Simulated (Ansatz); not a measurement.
Results of PBE-D3(BJ) (PAW; Ansatz, an electronic-structure program) for L1₂ (Cu3Au-type) Ni3Si.

Settings: plane-wave cutoff 520 eV, 18×18×18 k mesh, Fermi–Dirac smearing 0.021 eV (set by the program), no spin polarisation, scalar-relativistic PAW data made under PBE.

Cell (relaxed at this level):

```cif
data_Ni3Si
_chemical_formula_sum 'Si1 Ni3'
_space_group_name_H-M_alt 'P 1'
_space_group_IT_number 1
_cell_length_a 3.46551
_cell_length_b 3.46551
_cell_length_c 3.46551
_cell_angle_alpha 90.000
_cell_angle_beta 90.000
_cell_angle_gamma 90.000
loop_
_space_group_symop_operation_xyz
  'x, y, z'
loop_
_atom_site_label
_atom_site_type_symbol
_atom_site_fract_x
_atom_site_fract_y
_atom_site_fract_z
_atom_site_occupancy
Si1 Si 0.00000 0.00000 0.00000 1
Ni1 Ni 0.00000 0.50000 0.50000 1
Ni2 Ni 0.50000 0.00000 0.50000 1
Ni3 Ni 0.50000 0.50000 0.00000 1
```

Task: Predict the Voigt–Reuss–Hill bulk modulus, Young modulus and polycrystal shear modulus (Hill average).

Result: 
* **Voigt–Reuss–Hill bulk modulus**: 235 GPa
* **Young modulus**: 302 GPa
* **polycrystal shear modulus (Hill average)**: 118 GPa

Note: the dispersion coefficients are held fixed in the derivatives.

Elastic constants are with the ions relaxed.

Computed values are for the static lattice.

The result took roughly 9 core-minutes.
